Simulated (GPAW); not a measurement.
## GPAW run on CaC2 (P-1, 6 atoms in the cell): self-consistent single point

Method: LDA (Perdew-Wang 92), GPAW PAW datasets LDA (gpaw-data 1.0.1) (plane waves; GPAW 25.7.0).

Input:

```python
from ase import Atoms
from ase.units import GPa
from gpaw import GPAW, PW

atoms = Atoms(['Ca', 'Ca', 'C', 'C', 'C', 'C'],
              cell=[[3.876246, 0.000000, 0.000000],
                    [1.849641, 3.539348, 0.000000],
                    [0.411788, 1.006944, 7.219933]],
              positions=[[2.997903, 4.228380, 5.432783],
                         [3.139772, 0.317912, 1.787150],
                         [1.275105, 1.478122, 0.434351],
                         [4.862570, 3.068170, 6.785582],
                         [3.089309, 2.682371, 3.133162],
                         [3.048366, 1.863921, 4.086771]],
              pbc=True)

calc = GPAW(mode=PW(900),
            xc='LDA',
            kpts={'size': (7, 6, 3), 'gamma': True},
            occupations={'name': 'fixed-uniform'},
            nbands=-8,
            convergence={'forces': 0.001, 'bands': -6},
            symmetry={'symmorphic': False, 'tolerance': 0.0005},
            maxiter=150)

atoms.calc = calc

energy = atoms.get_potential_energy()
print('Energy (eV):', round(energy, 6))
forces = atoms.get_forces()
print('Forces (eV/Ang):')
print(forces.round(5))
stress = atoms.get_stress()
print('Stress (GPa, Voigt):', (stress / GPa).round(4))
```

Output, abridged:

```
Input parameters:
  convergence: {bands: -6,
                forces: 0.001}
  kpts: {gamma: True,
         size: (7, 6, 3)}
  maxiter: 150
  mode: {ecut: 900.0000000000001,
         name: pw}
  nbands: -8
  occupations: {name: fixed-uniform}
  symmetry: {symmorphic: False,
             tolerance: 0.0005}

species:
  Ca:
    name: Calcium
    Z: 20.0
    valence: 10
    core: 10
    charge: 0.0
    file: Ca.LDA.gz

    # Using partial waves for Ca as LCAO basis

  C:
    name: Carbon
    Z: 6.0
    valence: 4
    core: 2
    charge: 0.0
    file: C.LDA.gz

    # Using partial waves for C as LCAO basis

Reference energy: -41008.035860  # eV

Spin-paired calculation

Convergence criteria:
 Maximum [total energy] change in last 3 cyles: 0.0005 eV / valence electron
 Maximum integral of absolute [dens]ity change: 0.0001 electrons / valence electron
 Maximum integral of absolute [eigenst]ate change: 4e-08 eV^2 / valence electron
 Maximum change in the atomic [forces] across last 2 cycles: 0.001 eV/Ang OR
Maximum error relative to the maximum force is below inf
 Maximum number of scf [iter]ations: 150

Symmetries present (total): 2
Symmetries with fractional translations: 0
126 k-points: 7 x 6 x 3 Monkhorst-Pack grid + [0.000000,1/12,0.000000]
64 k-points in the irreducible part of the Brillouin zone
       k-points in crystal coordinates                weights
   0:     0.00000000    0.00000000    0.00000000          1/126
   1:     0.00000000    0.00000000    0.33333333          2/126
   2:     0.00000000    0.16666667   -0.33333333          2/126
   [... 7 lines left out ...]
          ...
  63:     0.42857143    0.50000000    0.33333333          2/126

Wave functions: Plane wave expansion
  Cutoff energy: 900.000 eV
  Number of coefficients (min, max): 6047, 6106
  Pulay-stress correction: 0.000000 eV/Ang^3 (de/decut=0.000000)

Occupation numbers: # Uniform distribution of occupation numbers

Eigensolver

Densities:
  Coarse grid: 27*28*54 grid
  Fine grid: 54*56*108 grid
  Total Charge: 0.000000

Density mixing:
  Method: separate
  Backend: pulay
  Linear mixing parameter: 0.05
  old densities: 5
  Damping of long wavelength oscillations: 50

Hamiltonian:
  XC and Coulomb potentials evaluated on a 54*56*108 grid
  External potential:
    NoExternalPotential

Number of atoms: 6
Number of atomic orbitals: 26
Number of bands in calculation: 26
Number of valence electrons: 36
Bands to converge: 20

Density initialized from atomic densities
  26 bands from LCAO basis set

Atomic positions and initial magnetic moments

Positions:
   0 Ca     2.997903    4.228380    5.432783    ( 0.0000,  0.0000,  0.0000)
   1 Ca     3.139772    0.317912    1.787150    ( 0.0000,  0.0000,  0.0000)
   2 C      1.275105    1.478122    0.434351    ( 0.0000,  0.0000,  0.0000)
   3 C      4.862570    3.068170    6.785582    ( 0.0000,  0.0000,  0.0000)
   4 C      3.089309    2.682371    3.133162    ( 0.0000,  0.0000,  0.0000)
   5 C      3.048366    1.863921    4.086771    ( 0.0000,  0.0000,  0.0000)

Unit cell:
           periodic     x           y           z      points  spacing
  1. axis:    yes    3.876246    0.000000    0.000000    27     0.1272
  2. axis:    yes    1.849641    3.539348    0.000000    28     0.1252
  3. axis:    yes    0.411788    1.006944    7.219933    54     0.1337

  Lengths:   3.876246   3.993514   7.301434
  Angles:   81.468802  86.766904  62.408715

Effective grid spacing dv^(1/3) = 0.1344

     iter     time        total  log10-change:
                         energy   eigst   dens  force
iter:   1 --:--:--   -49.102926   +0.57
iter:   2 --:--:--   -48.239101   -0.33  -0.92
iter:   3 --:--:--   -44.606240   +0.14  -0.96
iter:   4 --:--:--   -44.631009   -0.74  -1.37
iter:   5 --:--:--   -45.464773   -0.71  -1.40
iter:   6 --:--:--   -44.533127   -0.74  -1.31
iter:   7 --:--:--   -44.533717   -1.96  -2.28
iter:   8 --:--:--   -44.542034c  -2.47  -2.36
iter:   9 --:--:--   -44.533475c  -2.17  -2.25
iter:  10 --:--:--   -44.533065c  -3.10  -2.90
iter:  11 --:--:--   -44.532781c  -3.52  -2.93
iter:  12 --:--:--   -44.532643c  -3.84  -3.10
iter:  13 --:--:--   -44.532618c  -4.34  -3.49
iter:  14 --:--:--   -44.532607c  -4.73  -3.77
iter:  15 --:--:--   -44.532603c  -5.23  -3.92
iter:  16 --:--:--   -44.532602c  -5.53  -4.05c
iter:  17 --:--:--   -44.532602c  -5.75  -4.10c
iter:  18 --:--:--   -44.532601c  -6.00  -4.13c
iter:  19 --:--:--   -44.532601c  -6.42  -4.43c
iter:  20 --:--:--   -44.532601c  -6.82  -4.49c
iter:  21 --:--:--   -44.532601c  -7.18  -4.64c
iter:  22 --:--:--   -44.532601c  -7.57c -4.88c
iter:  23 --:--:--   -44.532601c  -7.58c -4.91c -2.88
iter:  24 --:--:--   -44.532601c  -8.04c -5.25c -3.75c

Converged after 24 iterations.

Dipole moment: (0.000000, 0.000000, -0.000000) |e|*Ang

Energy contributions relative to reference atoms: (reference = -41008.035860)

Kinetic:        +31.590153
Potential:      -30.238716
External:        +0.000000
XC:             -44.769474
Entropy (-ST):   +0.000000
Local:           -1.114564
SIC:             +0.000000
--------------------------
Free energy:    -44.532601
Extrapolated:   -44.532601

Showing only first 2 kpts
 Kpt  Band  Eigenvalues  Occupancy
  0    16      1.89397    2.00000
  0    17      2.03402    2.00000
  0    18      4.90525    0.00000
  0    19      6.11023    0.00000

  1    16      1.58156    2.00000
  1    17      1.93754    2.00000
  1    18      5.36768    0.00000
  1    19      6.27646    0.00000

Fermi level: 3.44417

Gap: 2.422 eV
Transition (v -> c):
  (s=0, k=13, n=17, [0.14, -0.17, -0.33]) -> (s=0, k=61, n=18, [0.43, 0.50, -0.33])
Direct/indirect transitions are different
Direct gap: 2.871 eV
Transition at: (s=0, k=0, n=17, [0.00, 0.00, 0.00])
Energy (eV): -44.532601

Forces in eV/Ang:
  0 Ca    0.06482   -0.02605   -0.00198
  1 Ca   -0.06482    0.02605    0.00198
  2 C    -0.22461    0.15053   -0.18068
  3 C     0.22461   -0.15053    0.18068
  4 C    -0.01217   -0.20581    0.23056
  5 C     0.01217    0.20581   -0.23056

Stress tensor:
     0.033257    -0.002153     0.002914
    -0.002153     0.033714    -0.003945
     0.002914    -0.003945     0.034542
Stress (GPa, Voigt): [ 5.3284  5.4015  5.5343 -0.632   0.4669 -0.345 ]
```

The run converged in 24 iterations. GPAW prints stress with tension positive.

At such cutoffs GPAW's stress carries a finite-basis (Pulay) error, which enters relaxed cells too; its log prints stress with tension positive.

The starting cell comes from a database of computed structures (which also holds hypothetical and non-ambient phases and stackings), without a prior relaxation at this level. Its lattice was rescaled by a random factor within 2.5 % of one.

Cost on one core of a shared machine: roughly 3 min.
